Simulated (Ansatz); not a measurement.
# How far PBE and PBEsol part for hypothetical CsCl type TaAs, biaxial strain +2.40 %, plane normal [110], relaxed out of plane

The parent structure is TaAs in the CsCl type structure (space group Pm-3m, No. 221; a = 3.215 Å; a hypothetical phase, not in the database extracts checked; relaxed with 0.1 eV smearing). Axes: x, y, z lie along the cube axes.

(Cell as relaxed with PBE.)

Levels (all Ansatz, a quantum-chemistry and plane-wave program, PAW): PBE (420 eV, without spin-orbit coupling); PBEsol (420 eV, no SOC).

Each level relaxes its own structure.

| base | PBE | PBEsol |
|---|---|---|
| volume per atom | 16.62 Å³ | 16.05 Å³ |
| lattice parameter a | 3.215 Å | 3.178 Å |
| band gap | zero | zero |

Modification: tensile biaxial strain of 2.40 % in the plane normal to [110], as in epitaxy on a mismatched substrate; the out-of-plane cell vector and the atoms relax.

```csv
quantity,PBE,PBEsol
volume per atom,17.17 Å³,16.59 Å³
mean in-plane stress (compression positive),-7.9 GPa,-8.6 GPa
```

PBE's volume per atom lies 0.58 Å³ above PBEsol's (3.5 %); PBE's in-plane stress lies 0.7 GPa above PBEsol's. Neither level is exact; PBEsol is the comparison here, not a measurement.

Whether these cells are dynamically stable was not tested. The final runs are not spin-polarised.
